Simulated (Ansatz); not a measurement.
Antifluorite K2S, treated with PBE0-D3(BJ) (Ansatz, a first-principles code, PAW).

Numerical settings: plane-wave cutoff 460 eV, 6×6×6 k mesh, Fermi–Dirac smearing 0.01 eV, scalar-relativistic PAW data made under PBE.

Response to compression and expansion:

```
V (Å³/atom)  P (GPa)  direct gap at Γ (eV)  smallest gap on the k mesh (eV)
-----------  -------  --------------------  -------------------------------
30.403          1.39                 4.625                            4.317
31.203          0.69                 4.515                            4.241
32.003          0.08                 4.411                            4.167
33.073         -0.61                 4.280                            4.072
33.603         -0.91                 4.218                            4.026
```

The fundamental gap (4.16 eV at the equilibrium volume, on the SCF mesh) lies elsewhere than Γ–Γ.
